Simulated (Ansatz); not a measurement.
Element substitutions in Sr

Start from Sr in the fcc (Cu type) structure (space group Fm-3m, No. 225).

```cif
data_Sr4
_chemical_formula_sum 'Sr4'
_space_group_name_H-M_alt 'Fm-3m'
_space_group_IT_number 225
_space_group_name_Hall '-F 4 2 3'
_cell_length_a 6.10016
_cell_length_b 6.10016
_cell_length_c 6.10016
_cell_angle_alpha 90.000
_cell_angle_beta 90.000
_cell_angle_gamma 90.000
loop_
_atom_site_label
_atom_site_type_symbol
_atom_site_symmetry_multiplicity
_atom_site_Wyckoff_symbol
_atom_site_fract_x
_atom_site_fract_y
_atom_site_fract_z
_atom_site_occupancy
Sr1 Sr 4 a 0.00000 0.00000 0.00000 1
```
(The calculation used a cell of 1 atom; values per cell refer to that cell.)

Each row replaces one element on all its sites; cell and atoms are relaxed.

Level of theory: Kohn–Sham DFT with the r2SCAN functional, run in Ansatz (a first-principles code) with PAW and 500 eV plane waves, spin-orbit coupling left out, earlier PAW set.

Candidates:
(a) Sr → Y
(b) Sr → Be
(c) Sr → Mg

For the base:

* **Shortest interatomic distance**: 4.313 Å

Order them by shortest interatomic distance, highest first.

(a) Sr → Y (3.608 Å), (c) Sr → Mg (3.181 Å), (b) Sr → Be (2.234 Å)

Stability against distortions was not tested. As relaxed here, Be is a hypothetical phase, not in the database extracts checked. For Mg in this form, whether it has been made was not checked. All final runs are without spin polarisation. This is not the structure that Y has at room temperature and ambient pressure. This is not the structure that Mg has at room temperature and ambient pressure.
